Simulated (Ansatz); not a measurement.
Consider a periodic stack without vacuum, hcp Y (0 0 1) on tetragonal HfO2 (1 0 1) (film strained to the substrate, started from cuts of the bulks and a machine-learned relaxation; slabs Hf8O20 and Y8, which can lie off the formulas): substrate slab Hf8O20, film Y8, surface cells [[0, 1], [-1, 0]] and [[-1, 1], [-1, -1]], film strained by -1.5 and +0.7 %, outermost planes O/O and Y/Y as cut, which need not be the usual terminations and can put a slab off its formula. Its start:

```yaml
crystal:
  lattice:
    - [6.37980, 0.00000, -0.03848]
    - [0.00000, 3.60437, -0.03055]
    - [-0.70297, -1.12541, 24.07420]
  atoms:
    - { symbol: Hf, position: [0.37204, 0.43612, 0.10801] }
    - { symbol: Hf, position: [0.87698, 0.93558, 0.10561] }
    - { symbol: O, position: [0.22004, 0.93780, 0.09891] }
    - { symbol: O, position: [0.88867, 0.96496, 0.01937] }
    - { symbol: O, position: [0.30647, 0.38557, 0.01443] }
    - { symbol: O, position: [0.64184, 0.55297, 0.07015] }
    - { symbol: Hf, position: [0.07916, 0.50851, 0.23252] }
    - { symbol: Hf, position: [0.57478, 0.02050, 0.23142] }
    - { symbol: O, position: [0.91870, 0.00584, 0.22270] }
    - { symbol: O, position: [0.60396, 0.06237, 0.14849] }
    - { symbol: O, position: [0.97551, 0.46270, 0.14130] }
    - { symbol: O, position: [0.35816, 0.54820, 0.19399] }
    - { symbol: Hf, position: [0.76882, 0.57397, 0.35647] }
    - { symbol: Hf, position: [0.26066, 0.07878, 0.35510] }
    - { symbol: O, position: [0.59824, 0.07086, 0.35101] }
    - { symbol: O, position: [0.28866, 0.06698, 0.27084] }
    - { symbol: O, position: [0.66718, 0.53538, 0.26949] }
    - { symbol: O, position: [0.05553, 0.56875, 0.31924] }
    - { symbol: Hf, position: [0.45349, 0.62251, 0.48404] }
    - { symbol: Hf, position: [0.94961, 0.12259, 0.47924] }
    - { symbol: O, position: [0.29483, 0.12235, 0.48187] }
    - { symbol: O, position: [0.97083, 0.09393, 0.39486] }
    - { symbol: O, position: [0.33404, 0.59204, 0.39859] }
    - { symbol: O, position: [0.73026, 0.60930, 0.44334] }
    - { symbol: O, position: [0.98194, 0.17932, 0.62544] }
    - { symbol: O, position: [0.68691, 0.14025, 0.52525] }
    - { symbol: O, position: [0.02289, 0.63710, 0.51912] }
    - { symbol: O, position: [0.43276, 0.65673, 0.57186] }
    - { symbol: Y, position: [0.79274, 0.66708, 0.59314] }
    - { symbol: Y, position: [0.32428, 0.17457, 0.62083] }
    - { symbol: Y, position: [0.44539, 0.73047, 0.74452] }
    - { symbol: Y, position: [0.94361, 0.23196, 0.72251] }
    - { symbol: Y, position: [0.84444, 0.81180, 0.84465] }
    - { symbol: Y, position: [0.34689, 0.28960, 0.86164] }
    - { symbol: Y, position: [0.51955, 0.87149, 0.99268] }
    - { symbol: Y, position: [0.00313, 0.42608, 0.96749] }
```

The start was prepared with a machine-learned potential, and the result is one local minimum, with the in-plane cell held and forces under 0.04 eV/Å; the film can end far from its bulk form.

All values below come from PBE (plane waves to 420 eV, PAW; Ansatz, a first-principles code). Spin–orbit coupling is left out; the runs are not spin-polarised; PBE gaps are too small against experiment. Its k-point mesh 5×9×1, Fermi–Dirac width 0.05 eV.

**Question.** Predict the relaxed interface.

**Answer.** interface area: 23.0 Å²
period: 24.05 Å
heights between the nearest atoms of the two slabs at the two interfaces: -0.65 and 0.45 Å
O–Y contacts across the interfaces within 1.22 times the sum of covalent radii: 19, mean 2.38 Å
Hf–Y contacts across the interfaces within 1.22 times the sum of covalent radii: 12, mean 3.60 Å
